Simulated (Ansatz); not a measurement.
The starting structures come from a database of crystals and need not be the phases stable at ambient conditions.

Evanescent states of Cs₂Pd(IBr₂)₂ (I4/mmm, not sure to be the ambient phase, 9 atoms a cell, 38.4 Å³ an atom, -2 GPa at this level) along the normal of (100)

Calculation: PBEsol (plane waves, PAW; Ansatz, a quantum-chemistry and plane-wave program).

The gap is the functional's own. No spin-orbit coupling. Mid-gap values are interpolated on the energy grid.

Energies count from the valence-band top; κ is the least over a 4×4 mesh across the current.

```csv
E (eV),κ (1/Å),where
0.03,0.090,Γ
0.07,0.153,Γ
0.12,0.195,Γ
0.17,[?],Γ
0.23,[?],Γ
0.28,[?],Γ
0.33,[?],Γ
0.38,[?],Γ
0.42,[?],Γ
0.47,[?],Γ
0.53,0.184,Γ
0.57,0.145,Γ
0.62,0.059,Γ
```

### Question
Complete the blanks.

### Answer

- 0.17, κ (1/Å): 0.227
- 0.23, κ (1/Å): 0.246
- 0.28, κ (1/Å): 0.245
- 0.33, κ (1/Å): 0.242
- 0.38, κ (1/Å): 0.236
- 0.42, κ (1/Å): 0.225
- 0.47, κ (1/Å): 0.209
